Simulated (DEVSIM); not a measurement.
System: abrupt Si p-n junction, at 300 K.

```tsv
layer (left to right)	material	thickness (μm)	Nd (cm⁻³)	Na (cm⁻³)	τn (s)	τp (s)
1	Si	14.0	-	2.2e17	1.1e-5	1.1e-5
2	Si	3.00	3.6e16	-	1.1e-5	1.1e-5
```

Left contact: ohmic. Right contact: ohmic. Voltage is applied to the left contact. Recombination: SRH at mid-gap, Auger. Mobility is μmin + (μ − μmin)/(1 + (N/Nref)^α).

Constants are typed, rounded textbook-type inputs, not results; the design itself was drawn at random and stands for no fabricated device. Values at 300 K; Nc and Nv go as T^1.5, mobilities as T to minus their exponent, the gap by Varshni's rule with the affinity fixed.

| parameter | Si |
|---|---|
| gap (eV) | 1.124 |
| affinity (eV) | 4.05 |
| permittivity | 11.7 |
| Nc (cm⁻³) | 2.86e19 |
| Nv (cm⁻³) | 3.1e19 |
| μn (cm²/Vs) | 1417 |
| μp (cm²/Vs) | 470 |
| μn,min | 52 |
| μp,min | 45 |
| Nref,n | 9.7e16 |
| Nref,p | 2.2e17 |
| αn | 0.68 |
| αp | 0.72 |
| T exponent of μn | 2.3 |
| T exponent of μp | 2.2 |
| Cn (cm⁶/s) | 2.8e-31 |
| Cp (cm⁶/s) | 9.9e-32 |
| Varshni α (eV/K) | 0.000473 |
| Varshni β (K) | 636 |

DEVSIM, 1D drift-diffusion, Boltzmann statistics, complete ionisation; no tunnelling, impact ionisation, image-force lowering or self-heating.

Base results: potential step across the device at zero bias (V) 0.823; largest field in the device at zero bias (V/cm) 86000; dark forward voltage at 100 A/cm² (V) 0.780; dark forward voltage at 1 A/cm² (V) 0.640.

Question: What follows from this one change: thickness of layer 1 14 → 8.4 μm?

Answer: potential step across the device at zero bias little changed (0.823 V); largest field in the device at zero bias little changed (86000 V/cm); dark forward voltage at 100 A/cm² 0.780 → 0.773 V; dark forward voltage at 1 A/cm² little changed (0.639 V).

Question: What follows from this one change: temperature 300 → 400 K?

Answer: potential step across the device at zero bias 0.823 → 0.666 V; largest field in the device at zero bias 86000 → 76000 V/cm; dark forward voltage at 100 A/cm² 0.780 → 0.625 V; dark forward voltage at 1 A/cm² 0.640 → 0.432 V.

Question: What follows from this one change: doping Na of layer 1 2.2e+17 → 6.6e+16 cm^-3?

Answer: potential step across the device at zero bias 0.823 → 0.792 V; largest field in the device at zero bias 86000 → 73000 V/cm; dark forward voltage at 100 A/cm² little changed (0.783 V); dark forward voltage at 1 A/cm² 0.640 → 0.635 V.

Question: What follows from this one change: constant mobility in place of the doping-dependent one?

Answer: potential step across the device at zero bias little changed (0.823 V); largest field in the device at zero bias little changed (86000 V/cm); dark forward voltage at 100 A/cm² 0.780 → 0.764 V; dark forward voltage at 1 A/cm² 0.640 → 0.633 V.
